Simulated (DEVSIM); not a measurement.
System: illuminated InP p-on-n cell, one wavelength, at 300 K.

| layer (left to right) | material | thickness (μm) | Nd (cm⁻³) | Na (cm⁻³) | τn (s) | τp (s) | absorption coefficient (cm⁻¹) |
|---|---|---|---|---|---|---|---|
| 1 | InP | 0.110 | - | 5.5e17 | 6.3e-10 | 1.4e-10 | 43000 |
| 2 | InP | 1.90 | 3.2e16 | - | 1.5e-9 | 1.5e-9 | 43000 |

Left contact: ohmic, minority electron recombination velocity 700 cm/s. Right contact: ohmic, minority hole recombination velocity 4e5 cm/s. Voltage is applied to the left contact. Recombination: SRH at mid-gap, radiative, Auger. Light enters at the left, 6.6e17 photons cm⁻² s⁻¹, one pass, no reflection. Mobility is μmin + (μ − μmin)/(1 + (N/Nref)^α).

This is a model device: material constants are rounded textbook-type values typed into the input, and sizes, dopings and lifetimes were drawn at random. Values at 300 K.

| parameter | InP |
|---|---|
| gap (eV) | 1.344 |
| affinity (eV) | 4.38 |
| permittivity | 12.5 |
| Nc (cm⁻³) | 5.7e17 |
| Nv (cm⁻³) | 1.1e19 |
| μn (cm²/Vs) | 5200 |
| μp (cm²/Vs) | 170 |
| μn,min | 400 |
| μp,min | 10 |
| Nref,n | 3e17 |
| Nref,p | 4.9e17 |
| αn | 0.47 |
| αp | 0.62 |
| B (cm³/s) | 1.2e-10 |
| Cn (cm⁶/s) | 9e-31 |
| Cp (cm⁶/s) | 9e-31 |

DEVSIM, 1D drift-diffusion, Boltzmann statistics, complete ionisation; no tunnelling, impact ionisation, image-force lowering or self-heating.

The photon flux was swept, all else fixed.

| photon flux (cm^-2 s^-1) | largest power (mW/cm²) | fill factor | short-circuit current (mA/cm²) | open-circuit voltage (V) |
|---|---|---|---|---|
| 2e16 | 1.69 | 0.76 | 3.00 | 0.746 |
| 6.6e16 | 6.09 | 0.77 | 9.90 | 0.799 |
| 2e17 | 19.8 | 0.78 | 30.0 | 0.844 |
| 6.6e17 | 70.0 | ___ | ___ | ___ |
| 2e18 | 225 | 0.81 | 300 | 0.925 |
| 6.6e18 | 781 | 0.82 | 990 | 0.962 |
| 2e19 | 2470 | 0.83 | 3000 | 0.994 |

Task: What belongs in the gaps?

Result: 
- 6.6e17, fill factor: 0.80
- 6.6e17, short-circuit current (mA/cm²): 99.0
- 6.6e17, open-circuit voltage (V): 0.888
